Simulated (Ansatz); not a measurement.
Consider the following.

```yaml
crystal:
  lattice:
    - [0.00000, 2.78017, 2.78017]
    - [2.78017, 0.00000, 2.78017]
    - [2.78017, 2.78017, 0.00000]
  atoms:
    - { symbol: Ga, position: [0.00000, 0.00000, 0.00000] }
    - { symbol: P, position: [0.25000, 0.25000, 0.25000] }
```

No spin polarisation.

Level of theory: Kohn–Sham DFT with the r2SCAN functional, run in Ansatz (a quantum-chemistry and plane-wave program) with PAW and 500 eV plane waves, no SOC. k-mesh 10×10×10 (Γ-centred); smearing 0.05 eV (Fermi–Dirac).

**Question.** Predict the width of the top valence band.

**Answer.** 3.26 eV.

**Question.** What hole mass (degenerate bands, along [100]) does the calculation give?

**Answer.** 0.10, 0.40, 0.40 mₑ (at Γ).

**Question.** Predict the band gap.

**Answer.** 1.84 eV.

The cells carry an imposed strain or load. Effective masses come from finite differences of ±0.01 Å⁻¹. Stability against distortions was not tested. The cell was made from GaP in the zinc blende structure (space group F-43m, No. 216) by this change: isotropic strain +2.00 %.
